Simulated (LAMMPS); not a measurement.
Pressure dependence of Pd (fcc) at 1100 K, from the crystal.

Model: classical MD, pair style eam, the elements' _u3.eam files (universal-3 set of Foiles, Baskes and Daw), run in LAMMPS.

| P (GPa) | state | volume | coordination number |
|---|---|---|---|
| 0 | crystal; no diffusion seen in 30 ps | 15.3076 ± 0.0002 Å³/atom | 12.1 (counted to 3.42 Å) |
| 2 | crystal; no diffusion seen in 30 ps | 15.1121 ± 0.0006 Å³/atom | 12.1 (counted to 3.38 Å) |
| 5 | crystal; no diffusion seen in 30 ps | 14.8486 ± 0.0003 Å³/atom | 12.1 (counted to 3.38 Å) |

Caution (rows 2; 5): a run this short can hold a crystal over, or a liquid under, the potential's own melting point, which these runs don't give.

Estimate the isothermal bulk modulus at zero pressure. A parabola P(ln V) through the three points gives −dP/d ln V = 150 GPa at zero pressure.

States go by the mean squared displacement: a species diffuses where it passes 1.5 Å², still rises and gives D over 1e-6 cm²/s; a crystal has left its structure where atoms lie 0.35 Å off their sites on average or a cubic box changes its shape by 3 %, or the axial ratios of another lie 8 % off the starting cell's, which the potential's own relaxation can also do.

The ± values are statistical; the model's systematic error is not in them.
